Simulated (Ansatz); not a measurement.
An Ansatz (a program for electronic structure) input (Kohn–Sham DFT with the PBEsol functional, run in Ansatz with PAW and 420 eV plane waves, no spin-orbit coupling):

Ansatz 0.2 input:
```yaml
crystal:
  lattice:
    - [-3.2029388765, 3.2029388765, 2.8301196012]
    - [3.2029388765, -3.2029388765, 2.8301196012]
    - [3.2029388765, 3.2029388765, -2.8301196012]
  atoms:
    - { symbol: Hf, position: [0.8270797679, 0.6729202321, 0.5] }
    - { symbol: Hf, position: [0.1729202321, 0.3270797679, 0.5] }
    - { symbol: Hf, position: [0.6729202321, 0.1729202321, 0.8458404643] }
    - { symbol: Hf, position: [0.3270797679, 0.8270797679, 0.1541595357] }
    - { symbol: Ir, position: [0.75, 0.75, 0] }
    - { symbol: Ir, position: [0.25, 0.25, 0] }
basis: { ecutwfc: 420, ecutrho_ratio: 4, xc_grid: 2, fft_grid_basis: typed }
kpoints: { mp_grid: { grid: [11, 11, 11] } }
hamiltonian:
  xc: pbesol
  dispersion: none
  pseudopotentials: { kind: paw }
scf: { occupations: { method: fermi_dirac, width: 0.05 }, convergence: { dr2_threshold: 0.0000000006 } }
output: { forces: true, stress: true }
checkpoint: { write: state.ck, write_every: 1000 }
```

Question: Which symmetry and how many k-points will the program report, and about how many plane waves at Γ?

Answer: Space group I4/mcm (ITA 140) with 16 operations, k-points 126 of 1331, and 2265 plane waves at Γ.

No phonon test of stability was made. All final runs are without spin polarisation. The cell was made from Hf2Ge by this change: Ge → Ir; the result is a hypothetical phase, not in the database extracts checked.
